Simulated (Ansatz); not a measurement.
Consider Te in the diamond structure (space group Fd-3m, No. 227; a = 7.061 Å; a hypothetical phase, not in the database extracts checked; relaxed with 0.1 eV smearing). Axes: x, y, z lie along the cube axes.

Modification: uniaxial stress, 3 GPa compression along z, with the cell and atoms free to relax against it.

Levels (all Ansatz, a program for electronic structure, PAW): PBEsol (420 eV, no spin-orbit coupling); r2SCAN (500 eV, without spin-orbit coupling).

The geometry is relaxed with PBEsol.

| Property | Result |
|---|---|
| PBEsol pressure | 1.0 GPa |

With r2SCAN at the same geometry, the pressure grows by 2.6 GPa (1.0 GPa → 3.6 GPa).

Single points use the geometry relaxed with PBEsol. Their cutoffs differ, which shifts pressures a little. Load acts through the strain it causes; cell and atoms are relaxed under it. Beyond what the load breaks, stability against distortions was not tested. Under uniaxial stress, 3 GPa compression along z the cell changed shape so far that it is another structure.
